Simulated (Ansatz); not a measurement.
SrTiO3: response to strain

The parent structure is SrTiO3 in the cubic perovskite structure (space group Pm-3m, No. 221; a = 3.891 Å). Axes: x, y, z lie along the cube axes.

Strains are applied to the cell and any free atomic positions relax.

Calculations: PBEsol/PAW in Ansatz (a first-principles code), spin-orbit coupling left out.

Notes on the quantities. energy relative to the base: free energy F.

```json
[
 {"uniaxial strain ε_zz (%)": "-3", "energy relative to the base (meV/atom)": "12.9"},
 {"uniaxial strain ε_zz (%)": "-2.4", "energy relative to the base (meV/atom)": "8.1"},
 {"uniaxial strain ε_zz (%)": "-1.8", "energy relative to the base (meV/atom)": "4.4"},
 {"uniaxial strain ε_zz (%)": "-1.2", "energy relative to the base (meV/atom)": "?"},
 {"uniaxial strain ε_zz (%)": "-0.6", "energy relative to the base (meV/atom)": "0.5"},
 {"uniaxial strain ε_zz (%)": "0", "energy relative to the base (meV/atom)": "0.0"}
]
```

**Question.** Fit ΔE = Aε² + Bε³ (ε in %) to the rows shown and predict the withheld row.

**Answer.** Least squares on the printed values gives A = 1.27 and B = -0.055 meV/atom (largest residual 0.0 meV/atom); this predicts 1.9 meV/atom, and the run gives 1.9 meV/atom, in agreement.

No phonon test of stability was made. All final runs are without spin polarisation. Many cubic perovskites are stable only at high temperature; tilts and polar distortions were not tested.
